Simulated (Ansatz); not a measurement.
# Pressure series in Be

Consider Be in the hcp (Mg type) structure (space group P6_3/mmc, No. 194; a = 2.265 Å, c = 3.561 Å).

Cell and atoms are relaxed at each pressure.

Level of theory: PBE in Ansatz (plane waves to 420 eV, PAW, without spin-orbit coupling).

Notes on the quantities. enthalpy: H = E + PV relative to the base's energy.

| case | lattice parameter a | enthalpy |
|---|---|---|
| base | 226.5 pm | – |
| pressure −2 GPa | 227.8 pm | -0.10 eV/atom |
| pressure −1 GPa | 227.1 pm | -0.05 eV/atom |
| pressure 0.3 GPa | 226.3 pm | +0.01 eV/atom |
| pressure 0.7 GPa | 226.0 pm | +0.03 eV/atom |
| pressure 1.5 GPa | 225.5 pm | +0.07 eV/atom |
| pressure 3 GPa | 224.6 pm | +0.15 eV/atom |
| pressure 5 GPa | 223.5 pm | +0.24 eV/atom |
| pressure 7.5 GPa | 222.1 pm | +0.36 eV/atom |
| pressure 10 GPa | 220.8 pm | +0.48 eV/atom |

Load acts through the strain it causes; cell and atoms are relaxed under it. Whether these cells are dynamically stable was not tested. Competing high-pressure phases were not computed.

Ansatz is a first-principles code.
